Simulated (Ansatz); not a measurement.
```xyz
11
Lattice="14.0000 0.0000 0.0000 0.0000 14.0000 0.0000 0.0000 0.0000 9.5676" Properties=species:S:1:pos:R:3 pbc="T T T"
Ag     8.4770     7.0000     0.0000
Ag     5.9835     8.1388     0.8698
Ag     6.7558     5.5086     1.7396
Ag     8.2379     7.8147     2.6093
Ag     5.5246     7.4246     3.4791
Ag     7.5964     5.6294     4.3488
Ag     7.5964     8.3706     5.2187
Ag     5.5246     6.5754     6.0884
Ag     8.2379     6.1853     6.9583
Ag     6.7558     8.4914     7.8280
Ag     5.9835     5.8612     8.6978
```

These are PBE (plane waves to 420 eV, PAW; Ansatz, a first-principles code) values and carry that method's errors. Mesh 1×1×8. No spin polarisation. It repeats along c; a and b span vacuum. A hypothetical model. It keeps the symmetry and period of its start, so it need not be a minimum against all distortions. Pairing along the axis, which can open a gap, is among the distortions not tried. Values not marked SOC lack spin–orbit coupling. Buckling under compression is shut out by symmetry and the short period.

Question: Give the properties of this body.

Answer: 
| Property | Value |
|---|---|
| largest distance between nuclei across the axis | 2.98 Å |
| PBE gap | none (under 0.01 eV) |
| work function (PBE) | 4.54 eV |
| axial stiffness dF/dε | 33 nN |
